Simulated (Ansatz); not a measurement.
## BeTe, response to strain

Take BeTe in the zinc blende structure (space group F-43m, No. 216; a = 5.6568 Å) as the base. Axes: x, y, z lie along the cube axes.

Strains are applied to the cell and any free atomic positions relax; under biaxial strain the out-of-plane vector relaxes too.

Method: Ansatz (a first-principles code) r2SCAN, without spin-orbit coupling.

| biaxial strain, plane normal [001], relaxed out of plane (%) | out-of-plane strain (%) |
|---|---|
| -3 | 2.22 |
| -2.5 | ? |
| -2 | 1.49 |
| -1.5 | 1.13 |
| -1 | 0.76 |
| -0.5 | 0.38 |
| 0 | 0.00 |

Task: Fit ε⊥ = −νε + γε² (strains in %) to the rows shown and predict the withheld row.

Result: Least squares on the printed values gives ν = 0.76 (the biaxial Poisson response) and γ = -0.008 (largest residual 0.01 %); this predicts 1.86 %, and the run gives 1.86 %, in agreement.

No phonon test of stability was made.
